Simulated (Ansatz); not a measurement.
Partial pair distribution functions of a relaxed model of amorphous Zn$_{30}$O$_{12}$N$_{12}$, broadened by 0.06 Å; density 5.47 g/cm³. The numbers are results of PBE, scalar-relativistic without spin-orbit coupling (plane waves to 420 eV, PAW; Ansatz, a program for electronic structure), not measurements.

It comes from a melt-quench run on a machine-learned potential (CHGNet), relaxed afterwards by DFT. O and N atoms were pushed apart under 1.9 Å during the dynamics, to hinder bonds among them. The hot cell started wider than the set density and was brought back towards it in steps. It is the lowest in DFT energy of 2 quenches. It is a model cell: composition and starting density were chosen by hand, and all elements were melted together. No dispersion term was used. Its density started from a set value of 6.01 and ended at 5.47 g/cm³. Cooling (nominally 230 K/ps over its main leg) ran many orders faster than in experiment, which tends to leave more defects and strain. A cell of this size samples the disorder only roughly. The volume was free in the relaxation, at fixed shape. Stress components on the final sampling reach 2.9 GPa.

```csv
r (Å),g Zn-N,g Zn-O,g Zn-Zn,g O-O
1.70,0.02,0.00,0.00,0.00
1.80,0.96,0.20,0.00,0.00
1.90,6.64,3.03,0.00,0.00
2.00,8.71,7.28,0.00,0.00
2.10,2.96,5.28,0.00,0.00
2.20,1.02,1.49,0.00,0.00
2.30,0.19,0.42,0.00,0.00
2.40,0.01,0.36,0.04,0.00
2.50,0.02,0.12,0.31,0.00
2.60,0.14,0.01,0.89,0.12
2.70,0.08,0.09,1.33,0.70
2.80,0.13,0.11,1.89,0.71
2.90,0.29,0.11,2.11,1.58
3.00,0.34,0.43,2.05,0.92
3.10,0.40,0.66,1.86,3.40
3.20,0.77,0.94,2.17,5.28
3.30,0.91,1.08,1.89,2.29
3.40,0.80,1.11,1.63,0.78
3.50,0.88,0.82,1.62,1.48
3.60,0.84,0.98,1.30,2.09
3.70,0.82,1.24,1.10,1.32
3.80,0.90,1.32,0.84,0.68
3.90,0.97,0.83,0.74,0.73
4.00,0.97,0.81,0.58,0.28
4.10,1.22,1.16,0.53,0.48
4.20,1.54,1.01,0.47,0.51
4.30,1.40,0.98,0.50,0.25
4.40,1.16,0.87,0.44,0.04
```

Within 2.38 Å each Zn has 1.73 N neighbours on average.
